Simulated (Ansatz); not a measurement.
Here is the system:

```xyz
3
Lattice="0.0000 3.1464 3.1464 3.1464 0.0000 3.1464 3.1464 3.1464 0.0000" Properties=species:S:1:pos:R:3 pbc="T T T"
Mg     1.5732     1.5732     1.5732
Mg     4.7196     4.7196     4.7196
Ge     0.0000     0.0000     0.0000
```

No spin polarisation.

Level of theory: Ansatz (a program for electronic structure) PBE, no SOC. Settings: 9×9×9 k-points, 0.05 eV Fermi–Dirac smearing.

Q: Predict the smallest direct gap, electron mass, band gap and hole mass.

A: 
- Smallest direct gap = 1.29 eV
- Electron mass = 0.55 mₑ along k, 0.18 mₑ across (at X)
- Band gap = 0.11 eV
- Hole mass (degenerate bands, along [100]) = 0.091, 0.34, 0.34 mₑ (at Γ)

The cells carry an imposed strain or load. Masses are band curvatures over ±0.01 Å⁻¹ around the edge. Along k means along the line from Γ to the band edge. Stability against distortions was not tested. The cell was made from Mg$_{2}$Ge in the anti-fluorite structure (space group Fm-3m, No. 225) by this change: isotropic strain −2.00 %. A zero or small gap of Mg2Ge can be the functional's error rather than a property of the material.
